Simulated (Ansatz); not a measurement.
## Variants of one calculation on Lu₂Ge₃ (Amm2, 5 atoms in the cell)

Space group Amm2 (No. 38); a = 6.849 Å, b = 4.327 Å, c = 7.542 Å, α = 90.00°, β = 90.00°, γ = 90.00°

| atom | site | symmetry | x | y | z |
|---|---|---|---|---|---|
| Lu | 4c | .m. | 0.2708 | 0.0000 | 0.0000 |
| Ge | 2a | mm2 | 0.0000 | 0.0000 | 0.6665 |
| Ge | 2b | mm2 | 0.5000 | 0.5000 | 0.8332 |
| Ge | 2a | mm2 | 0.0000 | 0.0000 | 0.3336 |
(The calculation used a cell of 5 atoms; values per cell refer to that cell.)

Base run A: Ansatz (a first-principles code) with PBEsol, default PAW files made with PBE, self-consistent single point.

Its settings: basis.ecutwfc = 420 eV; kpoints.mp_grid.grid = 4 7 7; hamiltonian.xc = pbesol; hamiltonian.pseudopotentials = {kind: paw} (the program's default PAW files); scf.occupations.method = fermi_dirac; scf.occupations.width = 0.1 eV.

The starting cell comes from a database of computed structures (which also holds hypothetical and non-ambient phases and stackings), without a prior relaxation at this level. Spin-orbit coupling is off. Ansatz's pressure includes its estimate of the finite-basis (Pulay) stress.

ΔF is the free energy per atom less that of run A. 

Runs D sample the zone with one or two k-points, far too few for so small a cell.

Runs:
- B: scf.occupations.width: 0.1 eV → 0.002 eV
- C: scf.convergence.dr2_threshold: default (1e-07 eV) → 1e-10 eV
- D: kpoints.mp_grid.grid: 4 7 7 → 1 1 1
- E: scf.mixing.preconditioner: default (the program chose LDOS) → none
- F: scf.mixing.algorithm: default (the program chose MSR1) → broyden; scf.mixing.beta: default → 0.5

```json
[
 {"run": "A", "ΔF (meV/atom)": "0.00", "pressure (GPa)": "-2.39", "largest force (eV/Å)": "0.210", "k-points": "48"},
 {"run": "B", "ΔF (meV/atom)": "4.3", "pressure (GPa)": "-2.48", "largest force (eV/Å)": "0.185", "k-points": "48"},
 {"run": "C", "ΔF (meV/atom)": "0.00", "pressure (GPa)": "-2.39", "largest force (eV/Å)": "0.210", "k-points": "48"},
 {"run": "D", "ΔF (meV/atom)": "1748.2", "pressure (GPa)": "5.41", "largest force (eV/Å)": "1.435", "k-points": "1"},
 {"run": "E", "ΔF (meV/atom)": "0.00", "pressure (GPa)": "-2.39", "largest force (eV/Å)": "0.210", "k-points": "48"},
 {"run": "F", "ΔF (meV/atom)": "0.00", "pressure (GPa)": "-2.39", "largest force (eV/Å)": "0.210", "k-points": "48"}
]
```

Run B against A: The free energy goes up by 4.3 meV/atom, the pressure moves little (-2.39 to -2.48 GPa) and the largest force goes from 0.210 to 0.185 eV/Å.

Run D against A: The free energy rises by 1.75 eV/atom, the pressure goes from -2.39 to 5.41 GPa and the largest force goes from 0.210 to 1.435 eV/Å.

Run E against A: The free energy is nearly the same (within 1 meV/atom), the pressure stays at -2.39 GPa and the largest force stays at 0.210 eV/Å.

Keys are those of Ansatz 0.2.
